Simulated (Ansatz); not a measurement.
Cell and atoms of amorphous Ti20O41Na2:

```
Na2Ti20O41
1.0
    9.22862     0.01528    -0.09931
    0.01528     9.24042     0.06702
   -0.09931     0.06702     9.12361
Ti O Na
20 41 2
Cartesian
  6.19096   1.84207   1.71897
  3.56593   5.28434   2.34640
  0.36602   7.82844   6.28197
  0.99330   1.95245   7.17232
  8.49838   4.04742   2.35470
  8.03006   3.63795   8.26099
  6.19094   8.46522   7.04318
  4.01956   6.34348   5.52017
  9.19052   0.38346   1.05006
  5.35165   5.59011   8.64060
  0.46749   6.44519   3.54770
  4.55344   8.73987   0.41171
  0.10353   4.17715   5.43452
  2.89291   8.55195   3.35302
  6.90773   2.06785   4.97603
  3.29801   2.83175   4.70731
  0.71860   1.08289   3.99112
  2.74158   4.47574   7.66602
  5.02220   2.07881   7.63014
  1.63359   6.84870   0.23570
  4.40670   8.45970   2.39038
  4.64826   1.39986   0.72588
  0.58083   8.26394   4.23861
  8.00450   8.09633   6.92545
  5.77810   7.64263   8.79168
  2.72970   2.47519   7.61748
  2.94354   4.61818   5.73254
  6.39912   1.01907   6.47400
  2.16350   6.69616   2.49455
  6.63902   2.44725   8.60107
  6.80125   3.54313   1.87650
  4.51559   3.88971   8.35013
  9.08921   4.08973   0.63726
  4.50915   5.77816   3.82822
  0.15833   7.85091   0.77717
  0.82826   4.12442   7.35440
  1.07667   0.31707   6.43261
  8.35190   2.79131   6.53414
  0.29030   1.55323   8.87537
  4.50051   0.27031   7.67309
  3.40743   3.52812   2.99449
  6.99078   5.10392   7.95854
  2.89076   1.01870   4.20832
  1.25056   6.84727   7.57614
  0.84733   4.58438   3.61368
  1.31418   2.61357   5.16469
  0.11205   2.15523   2.61940
  7.39606   0.45695   1.45786
  8.22911   0.95634   4.53802
  8.22804   6.02061   2.55980
  5.86312   1.66412   3.50248
  1.55897   0.25065   2.25264
  7.76710   3.75316   4.39531
  3.98426   6.10244   7.46129
  5.01165   5.61855   1.29747
  4.81880   2.73937   5.77276
  2.88304   7.59254   5.02647
  2.90366   8.12636   0.19027
  5.58540   7.42366   5.72729
  2.48289   5.11004   0.39413
 -0.01619   6.07679   5.39250
  2.40304   2.38156   1.16703
  6.27954   7.14021   3.06248
```

Methods: PBE, scalar-relativistic without spin-orbit coupling (Ansatz, a quantum-chemistry and plane-wave program); r2SCAN, scalar-relativistic without spin-orbit coupling (Ansatz); HSE06, scalar-relativistic without spin-orbit coupling (Ansatz). Neutral PBE cell, which sets geometry, pressure and energy: sampling: a 2×2×2 Γ-centred mesh; Fermi-Dirac width 0.02 eV; no spin polarisation. Exact exchange is cut at the faces of this 9 Å cell, which leaves hybrid gaps a finite-size error.

It comes from a melt-quench run on a machine-learned potential (CHGNet), relaxed afterwards by DFT. O atoms were pushed apart under 1.9 Å during the dynamics, to hinder bonds among them. The hot cell started wider than the set density and was brought back towards it in steps. It is the lowest in DFT energy of 2 quenches. It is a model cell: composition and starting density were chosen by hand, and all elements were melted together. No dispersion term was used. Its density started from a set value of 3.54 and ended at 3.54 g/cm³. The simulated quench (nominally 360 K/ps over its main leg) is rapid and tends to freeze in more defects than a deposited or slowly cooled glass has. A cell of this size samples the disorder only roughly. The volume was held where the preparation left it and the shape relaxed.

Problem. Give the pressure and the spacing of the highest filled and lowest empty levels.

Solution. 
```yaml
Pressure on a 2×2×2 Γ-centred mesh: 0.77 GPa
Largest force and stress component on that mesh (the relaxation ran on the zone centre alone): 0.10 eV/Å and 0.9 GPa
Level gap on a 2×2×2 Γ-centred mesh (PBE): 2.54 eV
Level gap at the zone centre (PBE): 2.59 eV
Level gap at the zone centre (r2SCAN): 2.94 eV
Level gap at the zone centre (HSE06): 4.11 eV
Distance between the nearest levels spread over more than a fifth of the atoms or a third of the atoms of their main element (six at least) (PBE, zone centre): 2.98 eV
```

Problem. At PBE and the zone centre, how localised are the states just below and above the Fermi level (participation number: the atoms over which a state spreads)?

Solution. The highest filled state is spread over 6.4 atoms' worth, largest on O31, with weights by element (charge in smoothed Voronoi cells) O 0.93, Ti 0.07, Na 0.00. The lowest empty state is spread over 18.3 atoms' worth, largest on Ti16, with weights by element (charge in smoothed Voronoi cells) Ti 0.81, O 0.19, Na 0.00.

At PBE the levels at the filled edge of the gap are localised (band-tail or defect states), and the nearest spread-out levels lie 3.0 eV apart at the zone centre.

Cut-offs for bonds: Ti-Ti 3.12 Å, Ti-O 2.64 Å, Ti-Na 3.39 Å, O-O 1.58 Å, O-Na 2.78 Å, Na-Na 3.65 Å. Two cations that share two anions don't count as bonded, nor two that share one unless they lie closer than Ti-Ti 3.04 Å, Ti-Na 3.30 Å, Na-Na 3.55 Å.

Added carriers, by PBE, scalar-relativistic without spin-orbit coupling (Ansatz) on the zone centre alone. Charged cells keep the cell fixed and stand in a uniform background, with no image correction, at a width of 0.01 eV; where the count is odd the moment is locked at 1 μB, unless the neutral cell bore moments. Each starts from the undistorted neutral geometry alone. PBE's self-interaction favours spread-out carriers, so it can miss traps that a hybrid finds.

Problem. What happens at PBE when the cell takes an extra electron and the atoms relax?

Solution. Relaxation lowers the charged cell by 0.12 eV. The largest moves are O43 0.10 Å, Ti17 0.10 Å, O57 0.08 Å, Ti9 0.08 Å. The level that holds the added charge spreads over 8.5 atoms' worth, most on Ti17 (weight 0.25): a partly localised carrier. No bond crosses its cut-off with a change of over 0.15 Å (metal-metal contacts aside). Made neutral again at that geometry, the cell lies +0.28 eV from the neutral start.

Problem. What happens at PBE when the cell takes a hole and the atoms relax?

Solution. Relaxation lowers the charged cell by 0.25 eV. The largest moves are O31 0.18 Å, O51 0.14 Å, O28 0.12 Å, Ti5 0.11 Å. The level that was emptied spreads over 4.7 atoms' worth, most on O31 (weight 0.35): a localised (trapped) carrier, which neighbours of that atom can share. No bond crosses its cut-off with a change of over 0.15 Å (metal-metal contacts aside). Made neutral again at that geometry, the cell lies +0.49 eV from the neutral start.
